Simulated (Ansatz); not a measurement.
Take NaCl in the rock salt structure (space group Fm-3m, No. 225; a = 5.601 Å) as the base. Axes: x, y, z lie along the cube axes.

Method: Ansatz (a first-principles code) PBEsol, scalar-relativistic without spin-orbit coupling.

Before the change:

- Pressure = 0.1 kbar
- Band gap = 5.01 eV

The change: biaxial strain −1.25 %, plane normal [111], relaxed out of plane (Cartesian); in-plane vectors clamped, the third vector and the atoms free.

Question: What does the calculation give for the pressure after the change?

Answer: The pressure (mean of the normal stresses, compression positive) increases by 3.8 kbar, from 0.1 kbar to 3.9 kbar.

Question: Estimate the effect on the band gap.

Answer: The band gap goes up by 0.02 eV to 5.03 eV.

Question: What does the calculation give for the ratio −ε⊥/ε∥ after the change?

Answer: The ratio −ε⊥/ε∥ is 0.86.

Semilocal Kohn–Sham gaps tend to fall short of experiment. Stability against distortions was not tested.
